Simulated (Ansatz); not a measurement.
# A computed series for TlCl: response to strain

The parent structure is TlCl in the CsCl type structure (space group Pm-3m, No. 221; a = 3.769 Å).

Strains are applied to the cell and any free atomic positions relax.

Level of theory: Kohn–Sham DFT with the PBEsol functional, run in Ansatz (a quantum-chemistry and plane-wave program) with PAW and 420 eV plane waves, scalar-relativistic without spin-orbit coupling.

Candidates:
(a) isotropic strain −3.00 %
(b) isotropic strain +2.00 %
(c) isotropic strain +1.50 %
(d) isotropic strain +1.00 %

For the base:

```
Property    Value
--------  -------
Band gap  1.79 eV
```

Order them by band gap, lowest first.

(a) isotropic strain −3.00 % (1.52 eV), (d) isotropic strain +1.00 % (1.88 eV), (c) isotropic strain +1.50 % (1.92 eV), (b) isotropic strain +2.00 % (1.95 eV)

Spin-orbit coupling, missing from the scalar runs, can matter with Tl. Stability against distortions was not tested.
